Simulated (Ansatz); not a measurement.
In a (8,8) carbon nanotube, spin-degenerate bands cross the Fermi level 2 times between Γ and the zone edge.

These are PBE (plane waves to 420 eV, PAW; Ansatz, a quantum-chemistry and plane-wave program) values and carry that method's errors. Mesh 1×1×30. No spin polarisation. One-dimensional cell, images about 11 Å apart. An idealised model, rolled from the flat sheet. It keeps the symmetry and period of its start, so it need not be a minimum against all distortions.

**Question.** What are the conductance and the two-terminal resistance of a perfect, endless piece?

**Answer.** Each crossing on the half of the zone with k > 0 has a partner at −k, so it gives one mode in each direction. Counting spin there are 4 modes, each carrying e²/h = 38.74 μS. G = 4 × 38.74 = 155.0 μS and R = 1/G = 6.45 kΩ, whatever the length. Scattering by phonons, roughness and contacts can only raise R.
